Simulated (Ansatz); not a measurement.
## A constructed model of the (111) surface of fcc Cu, (√3x√3)R30° layer of Pb, one a cell, on the site that continues the host's stacking (bottom of the slab: a bare face, its two planes held)

Level of theory: PBE (plane waves to 420 eV, PAW; Ansatz, a program for electronic structure).

Model: 19-atom slab, 13.0 Å thick at the start with caps and adatoms (thin: gaps and levels are the slab's own), 10x10x1 mesh, Fermi-Dirac 0.1 eV, dipole correction, 6 atoms held, the rest relaxed; held to the start's symmetry, so lower structures may exist; no spin, no spin-orbit, no U. It is one candidate, not shown to be the stable structure of the face.

- work function of the top face = 3.90 eV
- energy released by relaxation = 0.086 eV
- cost = very roughly 12 core-minutes
